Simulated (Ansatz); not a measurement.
The starting structures come from a database of crystals and need not be the phases stable at ambient conditions.

# Evanescent states of LaNbO₄ (I4_1/a, not sure to be the ambient phase, 12 atoms a cell, 14.2 Å³ an atom, -6 GPa at this level) along the normal of (100)

Level of theory: PBEsol (plane waves, PAW; Ansatz, an electronic-structure program).

No gap correction and no spin-orbit coupling; mid-gap values are interpolated between computed energies.

Energies count from the valence-band top; κ is the least over a 6×4 mesh across the current.

```
E (eV)  κ (1/Å)  where
------  -------  -----
0.10      0.170  off Γ
0.28      0.252      Γ
0.47      0.298      Γ
0.67      0.332      Γ
0.85      0.359      Γ
1.04      0.380      Γ
1.24      0.397      Γ
1.43      0.410      Γ
1.61      0.421      Γ
1.80      0.429      Γ
2.00      0.434      Γ
2.19      0.438      Γ
2.38      0.439      Γ
2.56      0.438      Γ
2.75      0.435  off Γ
2.94      0.419  off Γ
3.13      0.399  off Γ
3.33      0.372  off Γ
3.52      0.334  off Γ
3.71      0.278  off Γ
3.90      0.168  off Γ
```

How thick must the barrier be to attenuate the transmission by 10^4 when the electrodes' Fermi level lies at 1.24 eV, and what attenuation does that film give at 2.94 eV?

d = 4 ln 10 / (2 × 0.397) = 11.6 Å. At 2.94 eV it gives 4 × 0.419/0.397 = 4.2 decades.
